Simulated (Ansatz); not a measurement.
# A computed series for hypothetical P6_3/mmc AlRu2C: response to strain

The reference is AlRu$_{2}$C (space group P6_3/mmc, No. 194; a = 2.903 Å, c = 13.367 Å; a hypothetical phase, not in the database extracts checked). Axes: x lies along a and z along c of the hexagonal cell.

Strains are applied to the cell and any free atomic positions relax; under biaxial strain the out-of-plane vector relaxes too.

The values are results of Kohn–Sham DFT with the PBE functional, run in Ansatz (an electronic-structure program) with PAW and 420 eV plane waves, without spin-orbit coupling, not measurements.

Notes on the quantities. energy relative to the base: free energy F; pressure: mean of the normal stresses, compression positive.

```csv
variant,volume per atom,energy relative to the base,pressure
base,12.20 Å³,0 meV/atom,0.0 GPa
"biaxial strain +3.39 %, plane normal [001], relaxed out of plane",[?],–,[?]
uniaxial strain ε_yy = +0.42 %,12.25 Å³,+0.2 meV/atom,-0.8 GPa
uniaxial strain ε_zz = −2.16 %,11.93 Å³,+7.7 meV/atom,6.1 GPa
tensor shear ε_yz = −1.09 %,12.20 Å³,+1.1 meV/atom,0.1 GPa
```

What belongs in the blanks?


- biaxial strain +3.39 %, plane normal [001], relaxed out of plane, volume per atom: 12.59 Å³
- biaxial strain +3.39 %, plane normal [001], relaxed out of plane, pressure: -1.8 GPa

Without a gap, meshes like the base's 18×18×4 leave anisotropic stresses uncertain by several tenths of a GPa, and small strain energies with them. No phonon test of stability was made. The final runs are not spin-polarised. AlRu2C has a high density of states at the Fermi level and may be magnetic at this level.
